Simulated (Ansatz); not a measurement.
Segregation at the (110) face of germanium (2 dangling bonds in a cell of 23.5 Å²). One Ge atom a cell is replaced, so the share of its plane is large in a cell this small; ΔE is the energy with the foreign atom at the named place less that with it in the third shell under the same cover, so a negative value draws it outward. Neutral cells at the host's lattice constant; the third shell stands in for the bulk, and poorly, since in these thin slabs it lies next to the held lower part; where a shell has unlike sites, the highest atom was taken. Each cell ran one start, with such symmetry as it has and one spin start at most; a change of moment or buckling is part of ΔE.

All values below come from PBE (plane waves to 420 eV, PAW; Ansatz, a program for electronic structure).

| element, place, cover | ΔE (eV) | moment, named place / third shell (μB) |
|---|---|---|
| B, atom under it, Cl-covered | -0.21 | 0.0 / 0.0 |
| C, surface atom, Cl-covered | -0.07 | no spin |
| Ga, atom under it, Cl-covered | 0.02 | 0.0 / 0.0 |
| Ga, atom under it, H-covered | 0.05 | 0.0 / 0.0 |
| P, atom under it, H-covered | 0.01 | 0.0 / 0.0 |
| Sb, atom under it, H-covered | 0.08 | 0.0 / 0.0 |
| Si, surface atom, H-covered | -0.16 | no spin |
| Si, atom under it, H-covered | -0.01 | no spin |
| Sn, surface atom, H-covered | 0.13 | no spin |
| Sn, atom under it, H-covered | 0.00 | no spin |

Dopants of groups 13 and 15 at a covered surface site carry no cap, so those pairs differ in atoms and aren't listed.

Left out: C, atom under it, Cl cover (the two cells changed unlike in bonds, buckling or contacts); 1 run of this family that did not converge or found no flat vacuum level.

Problem. Take ΔE for B at the atom under it of the Cl-covered face and a bulk share of 0.2. What share does the Langmuir–McLean isotherm give for that place at 1000 K?

Solution. x/(1 − x) = x_b/(1 − x_b) · exp(−ΔE/kT) with ΔE = -0.21 eV and kT = 0.0862 eV: 0.2500 × 11.4 = 2.86, so x = 0.74. The isotherm takes independent sites, no vibrational entropy and a ΔE of the dilute limit, which a cell this small only approaches.
